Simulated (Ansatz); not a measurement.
The reference is Ag in the fcc (Cu type) structure (space group Fm-3m, No. 225; a = 4.054 Å).

Structures relaxed with PBEsol (Ansatz, a quantum-chemistry and plane-wave program), scalar-relativistic without spin-orbit coupling.

Base:

Simulated powder pattern, Cu Kα1, λ = 1.54056 Å (kinematic, ideal powder, no thermal factors, no anomalous dispersion; the 10 strongest lines at most, above 2 %, up to 2θ = 90°):

| 2θ (°) | I/Imax (%) | hkl |
|---|---|---|
| 38.42 | 100 | (111) |
| 44.66 | 48 | (200) |
| 65.01 | 30 | (220) |
| 78.12 | 34 | (311) |
| 82.32 | 10 | (222) |

Perturbation: cell and atoms relaxed at a pressure of 4.2 GPa.

Task: How do the reflections move or split?

Result: 
Simulated powder pattern, Cu Kα1, λ = 1.54056 Å (kinematic, ideal powder, no thermal factors, no anomalous dispersion; the 10 strongest lines at most, above 2 %, up to 2θ = 90°):

| 2θ (°) | I/Imax (%) | hkl |
|---|---|---|
| 38.86 | 100 | (111) |
| 45.17 | 48 | (200) |
| 65.80 | 29 | (220) |
| 79.12 | 34 | (311) |
| 83.40 | 10 | (222) |

The indices refer to the base's conventional cell; one index is shown for lines that coincide.

Load acts through the strain it causes; cell and atoms are relaxed under it. No phonon test of stability was made.
